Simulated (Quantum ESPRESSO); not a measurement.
Quick settings and what they miss: Ru3W (P6_3/mmc, 8 atoms in the cell)

Self-consistent single point.

```
CELL_PARAMETERS angstrom
      5.57051     0.00000     0.00000
     -2.78526     4.82421     0.00000
      0.00000     0.00000     4.43293
ATOMIC_POSITIONS crystal
  Ru 0.16631 0.33263 0.25000
  Ru 0.83369 0.66737 0.75000
  Ru 0.83369 0.16631 0.75000
  Ru 0.16631 0.83369 0.25000
  Ru 0.66737 0.83369 0.25000
  Ru 0.33263 0.16631 0.75000
  W  0.33333 0.66667 0.75000
  W  0.66667 0.33333 0.25000
```

Method: PBEsol, GBRV 1.5 ultrasoft (PBESOL) pseudopotentials (plane waves; Quantum ESPRESSO).

Base settings: ecutwfc = 40 Ry; ecutrho = 320 Ry; occupations = smearing; smearing = fermi-dirac; degauss = 0.0073499 Ry; potentials = {Ru: ru_pbesol_v1.2.uspp.F.UPF, W: w_pbesol_v1.2.uspp.F.UPF}; K_POINTS = automatic 5 5 6 0 0 0; conv_thr = 1e-10 Ry; mixing_beta = 0.7.

Tight run (finer mesh or higher cutoff; not a proven limit): ecutwfc: 40 Ry → 56 Ry; ecutrho: 320 Ry → 448 Ry; conv_thr: 1e-10 Ry → 7.3e-11 Ry; K_POINTS: automatic 5 5 6 0 0 0 → automatic 7 7 9 0 0 0. It gave Fermi level (on the code's own zero) 21.59 eV; pressure -20.45 GPa; largest force (vector length) 0.070 eV/Å.

Quick runs, as changes from the base:
- A: the base itself
- B: ecutwfc: 40 Ry → 24 Ry; ecutrho: 320 Ry → 192 Ry; K_POINTS: automatic 5 5 6 0 0 0 → automatic 6 6 6 1 1 1
- C: ecutwfc: 40 Ry → 28 Ry; ecutrho: 320 Ry → 224 Ry; K_POINTS: automatic 5 5 6 0 0 0 → automatic 4 4 4 1 1 1
- D: ecutwfc: 40 Ry → 20 Ry; ecutrho: 320 Ry → 160 Ry; smearing: fermi-dirac → methfessel-paxton; degauss: 0.0073499 Ry → 0.0147 Ry; K_POINTS: automatic 5 5 6 0 0 0 → automatic 4 4 4 0 0 0
- E: conv_thr: 1e-10 Ry → 7.3e-06 Ry; K_POINTS: automatic 5 5 6 0 0 0 → automatic 4 4 4 1 1 1

Energies are extrapolated to zero smearing width, which holds to low order in the width alone (under cold and Methfessel-Paxton smearing the free energy itself is taken).

Dashes: pressure of E, not trusted under this conv_thr with d or f elements.

The count of work is k-points × plane waves × bands × iterations; it is no time. Core times come from one kind of shared machine and are given to one figure; runs under 30 s give none.

The starting cell comes from a database of computed structures (which also holds hypothetical and non-ambient phases and stackings), without a prior relaxation at this level. Its lattice was rescaled by a random factor within 2.5 % of one. Spin polarisation is off. In the base run, with a pressure of about -21 GPa the cell is away from its equilibrium volume at this level.

| run | energy less tight (meV/atom) | pressure less tight (GPa) | largest miss in a force vector (eV/Å) | count of work / tight | core time / tight (rough) |
|---|---|---|---|---|---|
| A | 20.6 | -0.96 | 0.004 | 0.28 | 0.4 |
| B | 1380.2 | -92.52 | 0.112 | 0.22 | 0.2 |
| C | 280.6 | -20.92 | 0.127 | 0.11 | 0.2 |
| D | 5658.4 | -293.95 | 0.293 | 0.060 | 0.1 |
| E | 20.9 | – | 0.090 | 0.12 | 0.2 |

Among the runs at the tight run's level, the energy misses run from 20.6 to 5658.4 meV/atom.

Left out of this page: 1 run of the series outside the window shown, repeating another row's setting, or not comparable.
